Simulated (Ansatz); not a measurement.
The parent structure is LiCl in the rock salt structure (space group Fm-3m, No. 225; a = 5.064 Å). Axes: x, y, z lie along the cube axes.

All numbers come from DFT with PBEsol, PAW potentials and a 420 eV plane-wave cutoff in Ansatz (a program for electronic structure), without spin-orbit coupling.

For the base:

```
Property    Value
--------  -------
Band gap  6.35 eV
```

The change: biaxial strain −0.83 %, plane normal [111], relaxed out of plane (Cartesian); in-plane vectors clamped, the third vector and the atoms free.

Estimate the effect on the band gap, out-of-plane strain and energy relative to the base.

The band gap grows by 0.048 eV to 6.39 eV; the out-of-plane strain comes out as +0.43 %; the energy goes up by 0.6 meV/atom.

Stability against distortions was not tested.
